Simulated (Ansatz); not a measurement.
Cost and result by functional for the surface energy of the (310) surface of fcc Au in its 1x1 cell, outermost plane spacing 0.66 Å in the ideal cut, in Ansatz (plane waves, PAW). Single points on the PBE structure, on one kind of machine; costs are rough ratios of the slab run's core time (references not counted) to the cheapest single point. r2SCAN's cost holds its higher cutoff (500 against 420 eV). Differences are taken against r2SCAN for comparison alone: no measured value is at hand, so the table doesn't rank accuracy.

Slab: 16 atoms, 9.9 Å thick at the start (thin: gaps and levels are the slab's own); k 9x6x1, smearing 0.1 eV, dipole-corrected; all atoms relaxed; start symmetry kept, larger cells not searched; no spin, no spin-orbit, no U. These notes are the PBE run's.

```csv
functional,relative cost,surface energy (J/m²),less r2SCAN (J/m²)
LDA,1,1.43,0.32
RPBE,1,0.69,-0.42
PBEsol,1,1.27,0.16
r2SCAN,2,1.11,0.00
PBE (the relaxed run's value),–,0.92,-0.19
```

The values span 0.75 J/m², while the single points' costs differ by a factor of roughly 2. Differences are of unrounded values.

Ansatz is a quantum-chemistry and plane-wave program.
